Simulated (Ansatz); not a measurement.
## BP under a change: pressure 18 GPa

Take BP in the zinc blende structure (space group F-43m, No. 216; a = 4.536 Å) as the base.

One thing is altered: a hydrostatic pressure of 18 GPa.

Level of theory: plane-wave PAW DFT at the r2SCAN level (Ansatz, a first-principles code, 500 eV), spin-orbit coupling left out, earlier PAW set. k-mesh 12×12×12 (Γ-centred); smearing 0.05 eV (Fermi–Dirac).

The volume per atom falls by 1.00 Å³, from 11.67 Å³ to 10.67 Å³ and the density increases by 0.28 g/cm³, from 2.97 g/cm³ to 3.25 g/cm³. The shortest interatomic distance falls by 0.058 Å (1.964 Å → 1.906 Å) and the enthalpy H = E + PV relative to the base's energy amounts to +1.25 eV/atom. The band gap drops by 0.14 eV, from 1.41 eV to 1.27 eV and the smallest direct gap rises by 0.15 eV to 3.75 eV. The width of the top valence band rises by 0.55 eV (5.74 eV → 6.29 eV) and the electron mass changes from 1.3 mₑ along k, 0.22 mₑ across (off the special points) to 1.5 mₑ along k, 0.22 mₑ across (off the special points).

Cost of the whole job for the changed cell (relaxation, final SCF and bands): roughly 12 core-seconds.

Load acts through the strain it causes; cell and atoms are relaxed under it. Masses are band curvatures over ±0.01 Å⁻¹ around the edge. Along k means along the line from Γ to the band edge. No phonon test of stability was made. Competing high-pressure phases were not computed.
